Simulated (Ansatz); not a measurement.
**SiC: pressure 2.1 GPa**

The parent structure is SiC (space group P6_3mc, No. 186; a = 3.078 Å, c = 10.077 Å).

Perturbation: a hydrostatic pressure of 2.1 GPa.

The values are results of r2SCAN in Ansatz (plane waves to 500 eV, PAW, spin-orbit coupling left out), earlier PAW set, not measurements. Settings: 12×12×4 k-points, 0.05 eV Fermi–Dirac smearing.

* **Volume per atom**: 10.24 Å³ (base 10.33 Å³)
* **Density**: 3.25 g/cm³ (base 3.22 g/cm³)
* **Lattice parameter a**: 3.069 Å (base 3.078 Å)
* **c/a ratio**: 3.274 (base 3.274)
* **Enthalpy H = E + PV relative to the base's energy**: +0.13 eV/atom
* **Band gap**: 2.60 eV (base 2.60 eV)
* **Gap character**: indirect, Γ → M (base indirect, Γ → M)
* **Smallest direct gap**: 3.78 eV (base 3.78 eV)
* **Width of the top valence band**: 2.57 eV (base 2.56 eV)
* **Valence-band top at Γ (three highest levels, from the VBM)**: 0.00, 0.00, -0.05 eV (base 0.00, 0.00, -0.05 eV)
* **Valley order (the lowest conduction-band minima on the path, energy above the VBM, named in the base's zone)**: M (1/2, 0, 0) 2.60 eV; H (1/3, 1/3, 1/2) 3.67 eV (base M (1/2, 0, 0) 2.60 eV; H (1/3, 1/3, 1/2) 3.67 eV)

Final structure:

```xyz
8
Lattice="3.0686 0.0000 0.0000 -1.5343 2.6574 0.0000 0.0000 0.0000 10.0464" Properties=species:S:1:pos:R:3 pbc="T T T"
Si     0.0000     0.0000     0.0031
Si     0.0000     0.0000     5.0263
Si     1.5343     0.8858     7.5372
Si     0.0000     1.7716     2.5140
C      0.0000     0.0000     8.1664
C      0.0000     0.0000     3.1432
C      1.5343     0.8858     5.6483
C      0.0000     1.7716     0.6250
```

Cost of the whole job for the changed cell (relaxation, final SCF and bands): about 110 core-seconds (a rough figure).

Load acts through the strain it causes; cell and atoms are relaxed under it. Stability against distortions was not tested.

Ansatz is a program for electronic structure.
